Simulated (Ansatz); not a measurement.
The starting structures come from a database of crystals and need not be the phases stable at ambient conditions.

Tunnelling through a barrier is set by its complex band structure: the current falls as exp(−2κd) with the smallest κ.

Consider the following.

```yaml
crystal:
  lattice:
    - [5.64560, 0.00000, 0.00000]
    - [0.02561, 5.64554, 0.00000]
    - [2.80999, -2.82277, 3.90488]
  atoms:
    - { symbol: Sr, position: [0.25000, 0.25000, 0.50000] }
    - { symbol: Sr, position: [0.75000, 0.75000, 0.50000] }
    - { symbol: Ti, position: [0.00000, 0.00000, 0.00000] }
    - { symbol: Ti, position: [0.50000, 0.50000, 0.00000] }
    - { symbol: O, position: [0.22904, 0.77096, 0.04192] }
    - { symbol: O, position: [0.77096, 0.22904, 0.95808] }
    - { symbol: O, position: [0.72904, 0.27096, 0.50000] }
    - { symbol: O, position: [0.27096, 0.72904, 0.50000] }
    - { symbol: O, position: [0.25000, 0.25000, 0.00000] }
    - { symbol: O, position: [0.75000, 0.75000, 0.00000] }
```

Space group of this cell: Fmmm. The cell is strained (lengths across the current scaled by 1.02, ions clamped); by r2SCAN its mean pressure is -7.5 GPa.

Transport runs along the normal of the first two printed cell vectors.

No gap correction and no spin-orbit coupling; mid-gap values are interpolated between computed energies.

Estimate the band gap and the smallest decay constant κ at mid-gap that r2SCAN run with Ansatz (a quantum-chemistry and plane-wave program) returns for this system.

Gap 2.20 eV on a 8×8×8 mesh; κ = 0.262 1/Å, at the zone centre.
